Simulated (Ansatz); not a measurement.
# CdSe, pressure series

The parent structure is CdSe in the wurtzite structure (space group P6_3mc, No. 186; a = 4.3400 Å, c = 7.0780 Å).

Cell and atoms are relaxed at each pressure.

All numbers come from DFT with r2SCAN, PAW potentials and a 500 eV plane-wave cutoff in Ansatz (a first-principles code), spin-orbit coupling left out.

Notes on the quantities. enthalpy: H = E + PV relative to the base's energy.

```csv
change,band gap,electron mass,enthalpy
base,1.11 eV,"0.093 mₑ along c, 0.10 mₑ across (at Γ)",–
pressure −2 GPa,1.00 eV,"0.088 mₑ along c, 0.095 mₑ across (at Γ)",-0.37 eV/atom
pressure −1 GPa,1.06 eV,"0.091 mₑ along c, 0.098 mₑ across (at Γ)",-0.18 eV/atom
pressure 0.3 GPa,1.12 eV,"0.094 mₑ along c, 0.10 mₑ across (at Γ)",+0.05 eV/atom
pressure 0.7 GPa,1.14 eV,"0.094 mₑ along c, 0.10 mₑ across (at Γ)",+0.13 eV/atom
pressure 1.5 GPa,1.17 eV,"0.096 mₑ along c, 0.10 mₑ across (at Γ)",+0.27 eV/atom
pressure 3 GPa,1.22 eV,"0.098 mₑ along c, 0.11 mₑ across (at Γ)",+0.53 eV/atom
pressure 5 GPa,1.29 eV,"0.10 mₑ along c, 0.11 mₑ across (at Γ)",+0.86 eV/atom
pressure 7.5 GPa,1.36 eV,"0.10 mₑ along c, 0.11 mₑ across (at Γ)",+1.27 eV/atom
pressure 10 GPa,1.42 eV,"0.11 mₑ along c, 0.12 mₑ across (at Γ)",+1.67 eV/atom
```

Load acts through the strain it causes; cell and atoms are relaxed under it. Effective masses come from finite differences of ±0.01 Å⁻¹. Whether these cells are dynamically stable was not tested. Measured, CdSe leaves this structure (for rock salt) near 2.72 GPa (temperature not stated; as listed in Datta, Sujoy, Jana, Debnarayan, arXiv (2020)), on rising pressure, with hysteresis.
